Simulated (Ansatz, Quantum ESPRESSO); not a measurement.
**Code comparison for LaMg6B (Amm2, 8 atoms in the cell)**

Self-consistent single point.

```
LaMg6B
1.0
    4.77910     0.00000     0.00000
    0.00000     3.23670     5.87425
    0.00000    -3.23670     5.87425
La Mg B
1 6 1
Direct
  0.00000   0.80532   0.80532
  0.00000   0.81490   0.33592
  0.00000   0.33592   0.81490
  0.00000   0.33626   0.33626
  0.50000   0.66465   0.19565
  0.50000   0.19565   0.66465
  0.50000   0.17452   0.17452
  0.50000   0.67279   0.67279
```

Shared settings, as Ansatz (an electronic-structure program) writes them: kpoints.mp_grid.grid = 4 3 3; scf.occupations.method = fermi_dirac; scf.occupations.width = 0.0073 Ry. Potentials and cutoffs stand in the table.

| code | model | pressure (GPa) | largest force (eV/Å) | cutoff |
|---|---|---|---|---|
| Quantum ESPRESSO | LDA (PZ), GBRV 1.5 ultrasoft (LDA) pseudopotentials | -2.43 | 0.158 | 40 Ry |
| Ansatz | LDA (PW92), PAW files made with PBE | -2.46 | 0.170 | default |

Size of the force on each atom (eV/Å): Sizes of forces hide their directions.

| code | La1 | Mg2 | Mg3 | Mg4 | Mg5 | Mg6 | Mg7 | B8 |
|---|---|---|---|---|---|---|---|---|
| Quantum ESPRESSO | 0.158 | 0.040 | 0.040 | 0.012 | 0.098 | 0.098 | 0.130 | 0.089 |
| Ansatz | 0.170 | 0.036 | 0.036 | 0.016 | 0.098 | 0.098 | 0.129 | 0.078 |

The spread over the programs that give each value: pressure within 0.03 GPa; largest force within 0.012 eV/Å.

Ansatz's pressure is given at a fixed set of plane waves, as the other plane-wave codes print theirs. The same LDA comes in different parametrisations, which differ slightly.

The starting cell comes from a database of computed structures (which also holds hypothetical and non-ambient phases and stackings), without a prior relaxation at this level.

Left out of this page: CP2K (unsound by tests on forces, stress, charge or solver warnings).

Keys are those of Ansatz 0.2.
